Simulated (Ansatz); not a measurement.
## BeS: biaxial strain −2.50 %, plane normal [111], relaxed out of plane

Start from BeS in the zinc blende structure (space group F-43m, No. 216; a = 4.796 Å). Axes: x, y, z lie along the cube axes.

The change: compressive biaxial strain of 2.50 % in the plane normal to [111], as in epitaxy on a mismatched substrate; the out-of-plane cell vector and the atoms relax.

Level of theory: Kohn–Sham DFT with the LDA functional, run in Ansatz (a quantum-chemistry and plane-wave program) with PAW and 420 eV plane waves, spin-orbit coupling left out. Γ-centred 12×12×12 mesh, Fermi–Dirac width 0.05 eV.

The volume per atom decreases by 0.54 Å³, from 13.79 Å³ to 13.25 Å³ and the space group goes from F-43m (No. 216) to R3m (No. 160). The energy goes up by 14 meV/atom and the pressure (mean of the normal stresses, compression positive) goes from zero to 44.7 kbar. The band gap shrinks by 0.23 eV, from 2.82 eV to 2.59 eV and the gap character amounts to indirect, Γ → F. The smallest direct gap drops by 0.57 eV, from 5.49 eV to 4.92 eV and the valence-band top at Γ (three highest levels, from the VBM) becomes 0.00, 0.00, -0.35 eV (base: 0.00, 0.00, 0.00 eV). The out-of-plane strain comes out as +1.05 % and the ratio −ε⊥/ε∥ is 0.42. The mean in-plane stress (compression positive) is +6.7 GPa.

Final structure (turned so that z lies along the plane normal):

```
CELL_PARAMETERS angstrom
      3.30675     0.00000     0.00000
      1.65337     2.86373     0.00000
      1.65337    -0.95458     2.79811
ATOMIC_POSITIONS crystal
  Be 0.99697 0.00151 0.00454
  S  0.50303 0.24849 0.74546
```

No phonon test of stability was made. Labels are those of the standard path for the cell's own space group.
